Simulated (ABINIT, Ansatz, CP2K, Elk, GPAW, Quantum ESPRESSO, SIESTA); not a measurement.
## One structure in several programs: SrAlGe (P1, 3 atoms in the cell)

Self-consistent single point, at a second geometry (atoms moved at random). First geometry:

```
CELL_PARAMETERS angstrom
      4.29652     0.00000     0.00000
     -2.14826     3.72090     0.00000
      0.00000     0.00000     4.77902
ATOMIC_POSITIONS crystal
  Sr 0.00000 0.00000 0.00000
  Al 0.66667 0.33333 0.50000
  Ge 0.33333 0.66667 0.50000
```

Second geometry:
```yaml
crystal:
  lattice:
    - [4.29652, 0.00000, 0.00000]
    - [-2.14826, 3.72090, 0.00000]
    - [0.00000, 0.00000, 4.77902]
  atoms:
    - { symbol: Sr, position: [0.00306, 0.99971, 0.99708] }
    - { symbol: Al, position: [0.66144, 0.33926, 0.50541] }
    - { symbol: Ge, position: [0.33550, 0.66103, 0.49751] }
```

Shared settings, as Ansatz (a first-principles code) writes them: kpoints.mp_grid.grid = 6 6 5; scf.occupations.method = fermi_dirac; scf.occupations.width = 0.05 eV. Potentials and cutoffs stand in the table.

| code | model | ΔF from the first geometry (meV/atom) | pressure (GPa) | largest force (eV/Å) | cutoff |
|---|---|---|---|---|---|
| Ansatz | PBEsol, PAW files made with PBE | 8.0 | -1.07 | 0.674 | default |
| Quantum ESPRESSO | PBEsol, PseudoDojo standard norm-conserving (PBESOL) pseudopotentials | 8.0 | -1.07 | 0.676 | 80 Ry |
| SIESTA | GGA PBEsol, numerical atomic orbitals DZP, PseudoDojo PBEsol standard norm-conserving potentials (rewritten from UPF to PSML) | 8.0 | 3.02 | 0.675 | grid 400 Ry |
| Elk | PBEsol, all-electron FP-LAPW, Elk's shipped species files, APW+lo basis with extra local orbitals | 8.1 | – | – | rgkmax 7.5 |
| GPAW | PBEsol, GPAW PAW datasets PBEsol (made by gpaw-setup) | 8.2 | -0.69 | 0.692 | 600 eV |
| ABINIT | PBEsol, norm-conserving pseudopotentials (PseudoDojo nc-sr-04 PBEsol standard) | 8.0 | -1.08 | 0.676 | 1061 eV |
| CP2K | PBEsol, GPW, DZVP-MOLOPT-SR-GTH basis, GTH-PBE potentials (GTH_POTENTIALS) | 8.2 | 0.50 | 0.693 | grid 500 Ry |

Size of the force on each atom (eV/Å): Sizes of forces hide their directions.

```json
[
 {"code": "Ansatz", "Sr1": "0.102", "Al2": "0.674", "Ge3": "0.616"},
 {"code": "Quantum ESPRESSO", "Sr1": "0.102", "Al2": "0.676", "Ge3": "0.618"},
 {"code": "SIESTA", "Sr1": "0.132", "Al2": "0.675", "Ge3": "0.617"},
 {"code": "GPAW", "Sr1": "0.103", "Al2": "0.692", "Ge3": "0.634"},
 {"code": "ABINIT", "Sr1": "0.102", "Al2": "0.676", "Ge3": "0.618"},
 {"code": "CP2K", "Sr1": "0.103", "Al2": "0.693", "Ge3": "0.636"}
]
```

A dash marks a value that a program does not give, or that is left out as unsure.

The spread over the programs that give each value: ΔF from the first geometry within 0.2 meV/atom; pressure within 4.10 GPa; largest force within 0.019 eV/Å.

SIESTA and CP2K use small atom-centred bases, whose incompleteness enters pressures, forces and empty levels differently from a plane-wave cutoff. Elk treats all electrons, but the usual bases taken here (sphere radii, linearisation, local orbitals, empty states) were not tested for convergence, so the values are no reference for the others. Ansatz's pressure is given at a fixed set of plane waves, as the other plane-wave codes print theirs. In the pressure, SIESTA (by 4.09) and CP2K (by 1.57) lie more than 1 GPa from the median of the plane-wave programs.

The starting cell comes from a database of computed structures (which also holds hypothetical and non-ambient phases and stackings), without a prior relaxation at this level. For this run, on top of that: atoms moved at random.

Keys are those of Ansatz 0.2.
